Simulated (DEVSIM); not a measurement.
Device: illuminated GaSb p-on-n cell, one wavelength, at 400 K.

```
layer (left to right)  material  thickness (μm)  Nd (cm⁻³)  Na (cm⁻³)  τn (s)   τp (s)  absorption coefficient (cm⁻¹)
---------------------  --------  --------------  ---------  ---------  ------  -------  -----------------------------
1                          GaSb           0.220          -     5.7e17    2e-9  2.4e-10                           7100
2                          GaSb           0.570     6.2e15          -    2e-9     2e-9                           7100
```

Left contact: ohmic, minority electron recombination velocity 200 cm/s. Right contact: ohmic, minority hole recombination velocity 50 cm/s. Voltage is applied to the left contact. Recombination: SRH at mid-gap, radiative, Auger. Light enters at the left, 3.5e16 photons cm⁻² s⁻¹, one pass, no reflection. Mobility is μmin + (μ − μmin)/(1 + (N/Nref)^α).

This is a model device: material constants are rounded textbook-type values typed into the input, and sizes, dopings and lifetimes were drawn at random. Values at 300 K; Nc and Nv go as T^1.5, mobilities as T to minus their exponent, the gap by Varshni's rule with the affinity fixed.

```
parameter            GaSb
----------------  -------
gap (eV)            0.726
affinity (eV)        4.06
permittivity         15.7
Nc (cm⁻³)          2.1e17
Nv (cm⁻³)          1.8e19
μn (cm²/Vs)          5000
μp (cm²/Vs)           850
μn,min               1000
μp,min                190
Nref,n             2.8e17
Nref,p               9e17
αn                   1.05
αp                   0.65
T exponent of μn        2
T exponent of μp      1.7
B (cm³/s)           1e-10
Cn (cm⁶/s)          5e-30
Cp (cm⁶/s)          5e-30
Varshni α (eV/K)  0.00042
Varshni β (K)         140
```

Model (solved in DEVSIM): 1D drift-diffusion, Boltzmann statistics, complete ionisation; no tunnelling, impact ionisation, image-force lowering or self-heating.

### Question
Tabulate band edges, carrier densities and field at zero bias, in the dark.

### Answer
Energies count from the Fermi level of the right contact; mesh points crowd at the junctions.

```
x (μm)   Ec (eV)  Ev (eV)  n (cm⁻³)  p (cm⁻³)  field (V/cm)
-------  -------  -------  --------  --------  ------------
0.000      0.554   -0.134    3.4e10    5.7e17           ≈ 0
0.01158    0.554   -0.134    3.4e10    5.7e17           ≈ 0
0.02748    0.554   -0.134    3.4e10    5.7e17           ≈ 0
0.04931    0.554   -0.134    3.4e10    5.7e17           ≈ 0
0.09027    0.554   -0.134    3.4e10    5.7e17           ≈ 0
0.1307     0.554   -0.134    3.4e10    5.7e17           ≈ 0
0.1634     0.554   -0.134    3.4e10    5.7e17           -28
0.1948     0.552   -0.135    3.6e10    5.5e17         -2000
0.2101     0.542   -0.145    4.8e10    4.1e17        -15000
0.2210     0.509   -0.178    1.2e11    1.6e17        -42000
0.2334     0.468   -0.220    4.1e11    4.7e16        -28000
0.2581     0.410   -0.278    2.2e12    8.8e15        -20000
0.2872     0.356   -0.331    1.0e13    1.9e15        -17000
0.3295     0.293   -0.394    6.6e13    3.0e14        -13000
0.4143     0.205   -0.482    8.4e14    2.3e13         -7500
0.5050     0.160   -0.528    3.2e15    6.2e12         -3000
0.6019     0.143   -0.545    5.2e15    3.8e12          -880
0.6687     0.139   -0.549    5.8e15    3.4e12          -360
0.7288     0.137   -0.550    6.1e15    3.2e12          -170
0.7560     0.137   -0.551    6.1e15    3.2e12          -140
0.7748     0.136   -0.551    6.2e15    3.2e12          -130
0.7900     0.136   -0.551    6.2e15    3.1e12          -120
```
